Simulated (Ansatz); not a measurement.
For GaP (model structure, started from the BeO type, P4₂/mnm, No. 136, 8 atoms in the cell), PBE-D3(BJ) in Ansatz (plane waves, PAW) gives:

```
Property                   Result
-------------------  ------------
lattice parameter a       6.648 Å
lattice parameter c       3.860 Å
cohesive energy      3.70 eV/atom
```

What does r²SCAN+rVV10 in Ansatz (plane waves, PAW) give for the same quantities?


- lattice constant a: 6.633 Å (falls by 0.2 %)
- lattice parameter c: 3.851 Å (shrinks by 0.2 %)
- cohesive energy: 3.71 eV/atom (hardly moves)

Changes are worked out from the printed values.

Unless a cell is named, each level is at its own relaxed cell (PBE-D3(BJ) 21.32, r²SCAN+rVV10 21.18 Å³/atom).

Ansatz's density-functional and Hartree–Fock values are scalar-relativistic unless marked +SOC, with PAW data made under PBE.

A model structure was made by putting elements into a prototype or built by hand; it is no filed structure, need not be a known phase, and can be a saddle point held by its symmetry.

Ansatz is a quantum-chemistry and plane-wave program.
